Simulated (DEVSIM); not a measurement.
System: In0.53Ga0.47As p-n junction from an implanted or diffused profile, at 300 K.

```csv
layer (left to right),material,thickness (μm),Nd (cm⁻³),τn (s),τp (s)
1,In0.53Ga0.47As,20.0,1.7e15,3.8e-9,3.8e-9
```

Added acceptor profile: 2.6e17 cm⁻³ × exp(−(x − 0.023 μm)²/(2·(0.064 μm)²)). Left contact: ohmic. Right contact: ohmic. Voltage is applied to the left contact. Recombination: SRH at mid-gap. Mobility is μmin + (μ − μmin)/(1 + (N/Nref)^α).

The device is made up for the run: typed textbook-type constants, with dimensions and the other settings drawn at random. Values at 300 K; Nc and Nv go as T^1.5, mobilities as T to minus their exponent, the gap by Varshni's rule with the affinity fixed. The table also holds parameters that only a changed run uses.

| parameter | In0.53Ga0.47As |
|---|---|
| gap (eV) | 0.74 |
| affinity (eV) | 4.51 |
| permittivity | 13.9 |
| Nc (cm⁻³) | 2.1e17 |
| Nv (cm⁻³) | 7.7e18 |
| μn (cm²/Vs) | 12000 |
| μp (cm²/Vs) | 300 |
| μn,min | 300 |
| μp,min | 10 |
| Nref,n | 1.3e17 |
| Nref,p | 4.9e17 |
| αn | 0.48 |
| αp | 0.4 |
| T exponent of μn | 1.6 |
| T exponent of μp | 1.6 |
| Cn (cm⁶/s) | 5e-29 |
| Cp (cm⁶/s) | 5e-29 |
| Varshni α (eV/K) | 0.00035 |
| Varshni β (K) | 190 |

Simulated with DEVSIM: 1D drift-diffusion, Boltzmann statistics, complete ionisation; no tunnelling, impact ionisation, image-force lowering or self-heating.

Base results: potential step across the device at zero bias (V) 0.526; dark forward voltage at 100 A/cm² (V) 0.490.

Question: What follows from this one change: straggle of the profile 0.064 → 0.019 μm?

Answer: potential step across the device at zero bias 0.526 → 0.509 V; dark forward voltage at 100 A/cm² 0.490 → 0.470 V.

Question: What follows from this one change: thickness of layer 1 20 → 60 μm?

Answer: potential step across the device at zero bias little changed (0.526 V); dark forward voltage at 100 A/cm² 0.490 → 0.627 V.

Question: What follows from this one change: peak of the profile 2.6e+17 → 2.6e+16 cm^-3?

Answer: potential step across the device at zero bias 0.526 → 0.465 V; dark forward voltage at 100 A/cm² 0.490 → 0.426 V.

Question: What follows from this one change: temperature 300 → 500 K?

Answer: potential step across the device at zero bias 0.526 → 0.266 V; dark forward voltage at 100 A/cm² 0.490 → 0.214 V.

Question: What follows from this one change: constant mobility in place of the doping-dependent one?

Answer: potential step across the device at zero bias little changed (0.526 V); dark forward voltage at 100 A/cm² 0.490 → 0.468 V.
